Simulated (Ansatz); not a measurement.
An Ansatz (a quantum-chemistry and plane-wave program) input (Ansatz PBEsol, without spin-orbit coupling):

Ansatz 0.2 input:
```yaml
crystal:
  lattice:
    - [4.1571710527, 0, 0]
    - [-2.0785855264, 3.6002157395, 0]
    - [0, 0, 6.7793162086]
  atoms:
    - { symbol: Hg, position: [0.6666666667, 0.3333333333, 0.0008589628] }
    - { symbol: Hg, position: [0.3333333333, 0.6666666667, 0.5008589628] }
    - { symbol: S, position: [0.6666666667, 0.3333333333, 0.6243410372] }
    - { symbol: S, position: [0.3333333333, 0.6666666667, 0.1243410372] }
basis: { ecutwfc: 420, ecutrho_ratio: 4, xc_grid: 2, fft_grid_basis: typed }
kpoints: { mp_grid: { grid: [9, 9, 5] } }
hamiltonian:
  xc: pbesol
  dispersion: none
  pseudopotentials: { kind: paw }
scf: { occupations: { method: fermi_dirac, width: 0.05 }, convergence: { dr2_threshold: 0.0000000004 } }
output: { forces: true, stress: true }
checkpoint: { write: state.ck, write_every: 1000 }
```

### Question
Which symmetry and how many k-points will the program report, and about how many plane waves at Γ?

### Answer
Space group P63mc (ITA 186) with 12 operations, k-points 36 of 405, and 1973 plane waves at Γ.

Stability against distortions was not tested. The final runs are not spin-polarised. The cell was made from ZnS by this change: Zn → Hg; the result is a model cell, its experimental status unchecked. This is not the structure that HgS has at room temperature and ambient pressure.
